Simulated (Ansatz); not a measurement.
**Cubic perovskite SrVO3: Voigt–Reuss–Hill shear modulus by level of theory**

No measured value is used here.

```csv
level (code),value (GPa),cell (Å³/atom)
LDA (Ansatz),127,10.74
PBEsol (Ansatz),___,11.06
PBE+U (Ansatz),99.6,11.54
r²SCAN (Ansatz),120,11.22
```

### Question
Complete the blanks.

### Answer

- PBEsol (Ansatz, an electronic-structure program), value (GPa): 117

The crystal itself was run without spin with LDA, PBEsol, PBE+U, r²SCAN; a magnetic state was not tried in these runs. PBE+U takes U_eff V 3.25 eV. Each level is taken at its own relaxed cell. Cutoffs differ between the levels. Ansatz's density-functional and Hartree–Fock values are scalar-relativistic unless marked +SOC, with PAW data made under PBE.
